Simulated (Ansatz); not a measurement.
## What biaxial strain +2.40 %, plane normal [001], relaxed out of plane does to Ag2O

Start from Ag₂O (space group Pn-3m, No. 224; a = 4.707 Å). Axes: x, y, z lie along the cube axes.

Now apply this change: tensile biaxial strain of 2.40 % in the plane normal to [001], as in epitaxy on a mismatched substrate; the out-of-plane cell vector and the atoms relax.

Calculations: DFT with PBEsol, PAW potentials and a 420 eV plane-wave cutoff in Ansatz (a quantum-chemistry and plane-wave program), spin-orbit coupling left out. Γ-centred 7×7×7 mesh, Fermi–Dirac width 0.05 eV.

| quantity | base | changed | shift |
|---|---|---|---|
| space group | Pn-3m (No. 224) | P4_2/nnm (No. 134) | – |
| shortest interatomic distance | 2.038 Å | 2.040 Å | +0.002 Å |
| energy relative to the base (free energy F) | 0 meV/atom | +0.4 meV/atom | +0.4 meV/atom |
| pressure (mean of the normal stresses, compression positive) | 0.0 GPa | -0.1 GPa | -0.1 GPa |
| band gap | zero | zero | – |
| out-of-plane strain (rough) | – | -4.71 % | – |
| mean in-plane stress (compression positive) (rough) | – | -0.2 GPa | – |

Cost of the whole job for the changed cell (relaxation, final SCF and bands): about 80 core-seconds (a rough figure).

A case with no gap was solved on a k-mesh chosen for an insulator, which is coarse for it. Without a gap, meshes like the base's 7×7×7 leave anisotropic stresses uncertain by several tenths of a GPa, and small strain energies with them. No phonon test of stability was made. No Hubbard U is applied, and correlation can decide whether such a compound is a metal. All final runs are without spin polarisation. A zero or small gap of Ag2O can be the functional's error rather than a property of the material.
